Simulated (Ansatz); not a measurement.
Base system: InSb in the zinc blende structure (space group F-43m, No. 216; a = 6.519 Å). Axes: x, y, z lie along the cube axes.

Computed with PBEsol in Ansatz (plane waves to 420 eV, PAW, without spin-orbit coupling).

Strains are applied to the cell and any free atomic positions relax; under biaxial strain the out-of-plane vector relaxes too.

One change was made to it. Results:

| quantity | base | after |
|---|---|---|
| pressure (mean of the normal stresses, compression positive) | 0.0 GPa | 0.0 GPa |
| energy relative to the base (free energy F) | 0 meV/atom | +0.2 meV/atom |

### Question
Name the change that was made.
A) biaxial strain −1.32 %, plane normal [110], relaxed out of plane
B) uniaxial strain ε_yy = +1.61 %
C) uniaxial strain ε_yy = +1.68 %
D) strain tensor (xx, yy, zz, yz, xz, xy) = (−1.08, −2.09, +0.26, +2.08, +0.79, −1.07) %
E) tensor shear ε_xy = +0.44 %

### Answer
E, tensor shear ε_xy = +0.44 %. For comparison, the energy relative to the base in the other runs: uniaxial strain ε_yy = +1.61 % gives +1.7 meV/atom; biaxial strain −1.32 %, plane normal [110], relaxed out of plane gives +3.1 meV/atom; uniaxial strain ε_yy = +1.68 % gives +1.9 meV/atom; strain tensor (xx, yy, zz, yz, xz, xy) = (−1.08, −2.09, +0.26, +2.08, +0.79, −1.07) % gives +12 meV/atom.

Whether these cells are dynamically stable was not tested. All final runs are without spin polarisation.

Ansatz is an electronic-structure program.
